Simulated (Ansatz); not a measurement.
Total g(r) from a molecular-dynamics run [in the run: one k-point, which a denser mesh shifts by -0.3 GPa in pressure and 0.11 eV/Å in forces]. Method: PBE (plane waves, PAW; Ansatz, a first-principles code).

```
r (Å)  g(r)
-----  ----
1.02   0.00
1.14   0.00
1.26   0.00
1.38   0.00
1.50   0.00
1.62   0.00
1.74   0.00
1.86   0.00
1.98   0.04
2.10   4.99
2.22   3.43
2.34   0.04
2.46   0.00
2.58   0.00
2.70   0.00
2.82   0.00
2.94   1.32
3.06   6.85
3.18   0.44
3.30   0.00
3.42   0.00
3.54   0.02
3.66   1.58
3.78   2.09
3.90   0.04
4.02   0.00
4.14   0.03
4.26   1.29
```

Task: Which system gave this curve?
A) Si15B, liquid, 1782 K
B) TiC (rock salt; ideal stoichiometry), crystal, 296 K, 6.8 GPa
C) CoSi (B20 type), crystal, 1278 K
D) GaN (zinc blende; a metastable form), crystal, 1599 K (so hot that an open crystal may lose its volatile element)

Result: B, TiC (rock salt; ideal stoichiometry), crystal, 296 K, 6.8 GPa
